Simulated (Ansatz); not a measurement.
HfC (model structure, F-43m, No. 216, 2 atoms in the cell) was calculated with r²SCAN+SOC (Ansatz, a program for electronic structure, plane waves, PAW).

Settings: plane-wave cutoff 560 eV, 12×12×12 k mesh, Fermi–Dirac smearing 0.01 eV, PAW data made under PBE.

Cell (relaxed with PBEsol):

```
HfC
1.0
    0.00000     2.49792     2.49792
    2.49792     0.00000     2.49792
    2.49792     2.49792     0.00000
Hf C
1 1
Direct
  0.00000   0.00000   0.00000
  0.25000   0.25000   0.25000
```

Q: What does this level give for the band gap and Γ–Γ gap?

A: 
- band gap = 0.40 eV (direct)
- Γ–Γ gap = 6.29 eV

Note: the relaxation could raise the start's symmetry but not lower it, so the cell can be a saddle point; cell and atoms aren't relaxed at this level (pressure 2.5 GPa).

Computed values are for the static lattice.

Computing time: roughly 80 core-seconds.

A model structure was made by putting elements into a prototype or built by hand; it is no filed structure, need not be a known phase, and can be a saddle point held by its symmetry.
